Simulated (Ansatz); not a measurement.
The reference is CdCu2GeSe4 (space group I-42m, No. 121; a = 5.730 Å, c = 11.024 Å). Axes: x, y, z lie along a, b, c of the conventional cell.

Calculations: Kohn–Sham DFT with the PBEsol functional, run in Ansatz (a quantum-chemistry and plane-wave program) with PAW and 420 eV plane waves, no SOC.

For the base:

```
Item                            Result
-----------------------------  -------
Pressure                       0.0 GPa
Shortest interatomic distance  2.382 Å
```

Perturbation: uniaxial strain ε_zz = +0.75 %, all other strain components held at zero; the atoms relax in the strained cell.

Task: What happens to the pressure?

Result: The pressure (mean of the normal stresses, compression positive) goes from zero to -0.5 GPa.

Task: What happens to the energy relative to the base?

Result: The energy goes up by 0.3 meV/atom.

Task: What does the calculation give for the shortest interatomic distance after the change?

Result: The shortest interatomic distance increases by 0.006 Å (2.382 Å → 2.388 Å).

The mesh was chosen for an insulator and is coarse for the gapless case. Stability against distortions was not tested. All final runs are without spin polarisation. Gaps under 0.05 eV, about the width of the smearing, are given as zero.
